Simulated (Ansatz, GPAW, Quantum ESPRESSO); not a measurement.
# Fe (Im-3m, 1 atom in the cell) computed with different codes at matched settings

Relaxation of cell and atoms.

```
Fe
1.0
   -1.43500     1.43500     1.43500
    1.43500    -1.43500     1.43500
    1.43500     1.43500    -1.43500
Fe
1
Direct
  0.00000   0.00000   0.00000
```
Moments meant for the start (each program seeds them in its own way; μB, in the order of the atoms Fe): 2.5.

Shared settings, as Ansatz (a quantum-chemistry and plane-wave program) writes them: kpoints.mp_grid.grid = 11 11 11; scf.occupations.method = fermi_dirac; scf.occupations.width = 0.1 eV. Potentials and cutoffs stand in the table.

```json
[
 {"code": "Quantum ESPRESSO", "model": "PBE, GBRV 1.5 ultrasoft (PBE) pseudopotentials", "final volume (Å³/atom)": "11.43", "size of the net moment (μB/atom)": "2.26", "cutoff": "50 Ry"},
 {"code": "GPAW", "model": "PBE, GPAW PAW datasets PBE (gpaw-data 1.0.1)", "final volume (Å³/atom)": "11.49", "size of the net moment (μB/atom)": "2.22", "cutoff": "800 eV"},
 {"code": "Ansatz", "model": "PBE, default PAW files", "final volume (Å³/atom)": "11.41", "size of the net moment (μB/atom)": "2.21", "cutoff": "default"}
]
```

On Ansatz's run: with one magnetic atom in the cell only a parallel order is possible.

The spread over the programs that give each value: final volume within 0.08 Å³/atom; size of the net moment within 0.05 μB/atom.

The programs treat the finite-basis stress differently while the cell relaxes: Ansatz adds an estimate of it.

The starting cell has typed, rounded lattice constants, without a prior relaxation at this level.

Keys are those of Ansatz 0.2.
